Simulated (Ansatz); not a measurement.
# BN: response to strain

Consider BN in the zinc blende structure (space group F-43m, No. 216; a = 3.6057 Å). Axes: x, y, z lie along the cube axes.

Strains are applied to the cell and any free atomic positions relax; under biaxial strain the out-of-plane vector relaxes too.

Method: PBEsol/PAW in Ansatz (a quantum-chemistry and plane-wave program), no SOC.

For the base:

| Property | Result |
|---|---|
| Band gap | 4.30 eV |

Question: The aim is a band gap between 3.45 eV and 3.73 eV. Which of these changes reaches it?
A. biaxial strain +1.50 %, plane normal [001], relaxed out of plane
B. biaxial strain −0.50 %, plane normal [001], relaxed out of plane
C. biaxial strain +3.00 %, plane normal [001], relaxed out of plane

Answer: C, biaxial strain +3.00 %, plane normal [001], relaxed out of plane. It gives 3.52 eV; biaxial strain −0.50 %, plane normal [001], relaxed out of plane gives 4.24 eV; biaxial strain +1.50 %, plane normal [001], relaxed out of plane gives 3.89 eV. Changes not listed may reach it too

Whether these cells are dynamically stable was not tested.
